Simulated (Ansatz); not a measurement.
## Mg on the 1x1 (110) surface of bcc Mo, one in a 2x2 cell, started at the site 'top Mo'

Computed with PBE (plane waves to 420 eV, PAW; Ansatz, a program for electronic structure).

Slab: 17 atoms, 6.5 Å thick at the start under the adsorbate (thin: gaps and levels are the slab's own); k 6x6x1, smearing 0.1 eV, dipole-corrected; 8 atoms held, the rest relaxed; start symmetry kept, larger cells not searched; no spin, no spin-orbit, no U, no dispersion correction. At the end it is bonded to Mo. In PBE this state lies 0.41 eV over the lowest of the starts that converged ('hollow Mo-Mo-Mo').

The adsorption energy against an atom of hcp Mg comes out as 0.093 eV and the work function of the top face comes out as 2.94 eV. The change of the work function is -1.65 eV. The change of the step from the bottom to the top vacuum level, against the clean slab is -1.59 eV. The energy released by relaxation comes out as 0.26 eV, the height of the binding atom over the mean of the host atoms within 0.3 Å of the top one is 2.541 Å and the nearest host atoms of the binding atom is Mo at 2.61 Å, Mo at 3.71 Å, Mo at 3.71 Å. The largest move of a host atom is 0.05 Å and the cost comes out as around 9 core-minutes (rough).

A negative adsorption energy means that the adsorbate is more stable on the surface than in its reference.
